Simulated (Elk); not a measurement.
**A self-consistent single point of Co3ReB4 (Pm, 8 atoms in the cell) with Elk**

Level of theory: PBEsol, all-electron FP-LAPW, Elk's shipped species files, default APW+lo basis run with Elk.

Input as run:

```
tasks
  0

xctype
  22

rgkmax
  7.0

rmtscf
  0.85

stype
  0

swidth
  0.00183747

avec
    7.7969155039    0.0000000000    0.0000000000
    0.0000000000    5.7295551236    0.0000000000
   -0.2520214349    0.0000000000   10.2294597886

atoms
  3   : nspecies
  'Co.in'   : spfname
  3   : natoms; atposl, bfcmt below
  0.8697700000  0.0000000000  0.1734600000    0.0 0.0 0.0
  0.3715600000  0.5000000000  0.3200800000    0.0 0.0 0.0
  0.1271800000  0.5000000000  0.8262600000    0.0 0.0 0.0
  'Re.in'   : spfname
  1   : natoms; atposl, bfcmt below
  0.6306300000  0.0000000000  0.6792200000    0.0 0.0 0.0
  'B.in'   : spfname
  4   : natoms; atposl, bfcmt below
  0.1283600000  0.0000000000  0.5203900000    0.0 0.0 0.0
  0.3669000000  0.0000000000  0.0447100000    0.0 0.0 0.0
  0.9000900000  0.5000000000  0.4503100000    0.0 0.0 0.0
  0.6055100000  0.5000000000  0.9855700000    0.0 0.0 0.0

ngridk
  5 7 4
```

Log, with long lists cut:

```
│ Elk code version 10.2.4 │

All units are atomic (Hartree, Bohr, etc.)

│ Ground-state run starting from atomic densities │

Lattice vectors :
   7.796915504       0.000000000       0.000000000
   0.000000000       5.729555124       0.000000000
 -0.2520214349       0.000000000       10.22945979

Unit cell volume      :    456.9791961
Brillouin zone volume :   0.5428041704

Muffin-tin inner radius fraction :   0.1000000000E-01

Nuclei treated as point charges

Species :    1 (Co)
 parameters loaded from : Co.in
 name : cobalt
 nuclear charge    :   -27.00000000
 electronic charge :    27.00000000
 atomic mass :    107428.6517
 muffin-tin radius :    2.040000000
 number of radial points in muffin-tin :    497
 atomic positions (lattice), magnetic fields (Cartesian) :
   1 :   0.23914000  0.00000000  0.49424000    0.00000000  0.00000000  0.00000000
   2 :   0.74093000  0.50000000  0.64086000    0.00000000  0.00000000  0.00000000
   3 :   0.49655000  0.50000000  0.14704000    0.00000000  0.00000000  0.00000000

Species :    2 (Re)
 parameters loaded from : Re.in
 name : rhenium
 nuclear charge    :   -75.00000000
 electronic charge :    75.00000000
 atomic mass :    339434.5961
 muffin-tin radius :    2.380000000
 number of radial points in muffin-tin :    697
 atomic positions (lattice), magnetic fields (Cartesian) :
   1 :   0.00000000  0.00000000  0.00000000    0.00000000  0.00000000  0.00000000

Species :    3 (B)
 parameters loaded from : B.in
 name : boron
 nuclear charge    :   -5.000000000
 electronic charge :    5.000000000
 atomic mass :    19707.24741
 muffin-tin radius :    1.530000000
 number of radial points in muffin-tin :    297
 atomic positions (lattice), magnetic fields (Cartesian) :
   1 :   0.49773000  0.00000000  0.84117000    0.00000000  0.00000000  0.00000000
   2 :   0.73627000  0.00000000  0.36549000    0.00000000  0.00000000  0.00000000
   [... lines left out ...]
Maximum (1/2)|G+k|²                   :    7.335864706
Maximum |G| for potential and density :    12.00000000
 potential will be trimmed for |G| > 2 gkmax
Constant for pseudocharge density :    7
Radial integration step length :    4

G-vector grid sizes :     30    24    40
Number of G-vectors :    13317

Maximum angular momentum used for
 APW functions                      :    8
 outer part of muffin-tin           :    6
 inner part of muffin-tin           :    1

Total nuclear charge    :   -176.0000000
Total core charge       :    90.00000000
Total valence charge    :    86.00000000
Total excess charge     :    0.000000000
Total electronic charge :    176.0000000

Effective Wigner radius, rₛ :   0.8526387196

Number of empty states         :   32
Total number of valence states :   75
Total number of core states    :   90

Total number of local-orbitals :   99

Exchange-correlation functional :     22     0     0
 PBEsol, Phys. Rev. Lett. 100, 136406 (2008)
 gradient requirement :    1
 generalised gradient approximation (GGA)

Smearing type :    0
 Gaussian
Smearing width :   0.1837470000E-02
Effective electronic temperature (K) :    580.2271348

Mixing type :    3
 Broyden mixing, J. Phys. A: Math. Gen. 17, L317 (1984)

Kohn-Sham potential initialised from atomic data
│ Self-consistent loop started │
│ Loop number : 1 │
 total energy                :     -20953.3368811
│ Loop number : 2 │
 total energy                :     -20955.4853348
RMS change in Kohn-Sham potential (target) :    5.355076406     (  0.1000000000E-05)
Absolute change in total energy (target)   :    2.148453628     (  0.1000000000E-03)
│ Loop number : 3 │
 total energy                :     -20942.4891158
RMS change in Kohn-Sham potential (target) :    5.065653070     (  0.1000000000E-05)
Absolute change in total energy (target)   :    12.45910557     (  0.1000000000E-03)
│ Loop number : 4 │
 total energy                :     -20950.1075006
RMS change in Kohn-Sham potential (target) :    4.301545206     (  0.1000000000E-05)
Absolute change in total energy (target)   :    4.503608446     (  0.1000000000E-03)
│ Loop number : 5 │
 total energy                :     -20959.2804524
RMS change in Kohn-Sham potential (target) :    2.645537440     (  0.1000000000E-05)
Absolute change in total energy (target)   :    10.29885390     (  0.1000000000E-03)
   [... lines left out ...]
Absolute change in total energy (target)   :   0.1226360109E-03 (  0.1000000000E-03)
│ Loop number : 32 │
 total energy                :     -20989.1888224
RMS change in Kohn-Sham potential (target) :   0.3699008318E-05 (  0.1000000000E-05)
Absolute change in total energy (target)   :   0.3220289364E-04 (  0.1000000000E-03)
│ Loop number : 33 │
 total energy                :     -20989.1888686
RMS change in Kohn-Sham potential (target) :   0.2796683633E-05 (  0.1000000000E-05)
Absolute change in total energy (target)   :   0.3810163980E-04 (  0.1000000000E-03)
│ Loop number : 34 │
 total energy                :     -20989.1888004
RMS change in Kohn-Sham potential (target) :   0.2007562256E-05 (  0.1000000000E-05)
Absolute change in total energy (target)   :   0.5860860620E-04 (  0.1000000000E-03)
│ Loop number : 35 │
 total energy                :     -20989.1888513
RMS change in Kohn-Sham potential (target) :   0.6262716794E-06 (  0.1000000000E-05)
Absolute change in total energy (target)   :   0.3622822987E-04 (  0.1000000000E-03)
Convergence targets achieved

│ Loop number : 36 │

Energies :
 Fermi                       :     0.464599087665
 sum of eigenvalues          :     -12677.0302127
 electron kinetic            :      23234.7076370
 core electron kinetic       :      22123.4346321
 Coulomb                     :     -43704.0089640
 Coulomb potential           :     -35228.7256941
 nuclear-nuclear             :     -1814.92043132
 electron-nuclear            :     -48549.4513713
 Hartree                     :      6660.36283861
 Madelung                    :     -26089.6461170
 xc potential                :     -683.012155606
 exchange                    :     -509.610581019
 correlation                 :     -10.2769273741
 total energy                :     -20989.1888354

Density of states at Fermi energy :    160.9789191
 (states/Hartree/unit cell)

Estimated indirect band gap :   0.8457641825E-04
 from k-point      1 to k-point     71
Estimated direct band gap   :   0.5631831268E-02
 at k-point     34

Charges :
 core                        :    90.00000000
 valence                     :    86.00000000
 interstitial                :    13.04592748
 muffin-tins (core leakage)
  species :    1 (Co)
   atom    1                 :    25.51166633     (  0.3076400531E-02)
   atom    2                 :    25.54313445     (  0.3082653588E-02)
   atom    3                 :    25.49017285     (  0.3073440355E-02)
  species :    2 (Re)
   atom    1                 :    72.90407467     (  0.1460155772E-05)
  species :    3 (B)
   atom    1                 :    3.387202775     (  0.4538463935E-03)
   atom    2                 :    3.353714973     (  0.4509638820E-03)
   atom    3                 :    3.378727280     (  0.4531066416E-03)
   atom    4                 :    3.385379186     (  0.4536348527E-03)
 total in muffin-tins        :    162.9540725
 total calculated charge     :    175.9856447
 total charge                :    176.0000000
 error                       :   0.1435534162E-01

│ Self-consistent loop stopped │
```

The run converged in 36 iterations. The count includes the last loop, which Elk runs after its targets are met.

The starting cell comes from a database of computed structures (which also holds hypothetical and non-ambient phases and stackings), without a prior relaxation at this level. Spin-orbit coupling is off. Spin polarisation is off. Values depend on the basis (sphere radii, cutoffs, local orbitals), which need not be converged. The log's line on a gap gives a spacing of levels on this mesh, which the program prints for metals too.

Cost on one core of a shared machine: roughly 5 min.
